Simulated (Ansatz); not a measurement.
PbSe in the rock salt structure (space group Fm-3m, No. 225)

```yaml
crystal:
  lattice:
    - [0.00000, 3.10888, 3.10888]
    - [3.10888, 0.00000, 3.10888]
    - [3.10888, 3.10888, 0.00000]
  atoms:
    - { symbol: Se, position: [0.00000, 0.00000, 0.00000] }
    - { symbol: Pb, position: [0.50000, 0.50000, 0.50000] }
```

Method: PBE, PAW, 420 eV (Ansatz, a quantum-chemistry and plane-wave program; scalar-relativistic without spin-orbit coupling). Settings: 9×9×9 k-points, 0.05 eV Fermi–Dirac smearing.

```yaml
volume_per_atom: 30.05 Å³
density: 7.91 g/cm³
band_gap: 0.43 eV, direct at L
electron_mass: 0.15 mₑ along k, 0.12 mₑ across
hole_mass: 0.18 mₑ along k, 0.11 mₑ across
Lowest conduction-band minima above the VBM: L along ⟨111⟩ 0.43 eV; a point along ⟨110⟩, about 0.6 Å⁻¹ from Γ 1.22 eV
total_energy: -8688.311 eV/atom (σ→0; compares only within this code and set-up)
```

With Pb present, leaving out spin-orbit coupling can change the band edges. Effective masses come from finite differences of ±0.01 Å⁻¹. Along k means along the line from Γ to the band edge. Stability against distortions was not tested.
